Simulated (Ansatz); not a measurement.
**Zinc-blende BaTe (model structure)**

Calculation: r²SCAN (plane waves, PAW; Ansatz, a quantum-chemistry and plane-wave program).

Run with plane-wave cutoff 500 eV, 10×10×10 k mesh, Fermi–Dirac smearing 0.05 eV, scalar-relativistic PAW data made under PBE.

Cell (relaxed at this level):

BaTe has the cubic space group F-43m (No. 216), the zinc blende structure, Pearson symbol cF8. Conventional cell: a = b = c = 7.820 Å, α = β = γ = 90.00°. Ba on 4a is coordinated by 4 Te at 3.386 Å (tetrahedral). Te on 4d is surrounded by 4 Ba at 3.386 Å (tetrahedral). (Neighbours: up to the widest gap in distance over summed covalent radii, below 1.35, at either atom; cation-cation and far metal-metal contacts left out.)
(The calculation used a cell of 2 atoms; values per cell refer to that cell.)

```
Quantity                       Result
--------  ---------------------------
band gap  2.94 eV (on the SCF k mesh)
```

Note: the relaxation could raise the start's symmetry but not lower it, so the cell can be a saddle point.

Spin–orbit coupling is not included; with these elements it can move the gap by several tenths of an eV or more.

The computed numbers hold no vibrational or temperature effects.

Computing time: very roughly 50 core-seconds.

A model structure was made by putting elements into a prototype or built by hand; it is no filed structure, need not be a known phase, and can be a saddle point held by its symmetry.
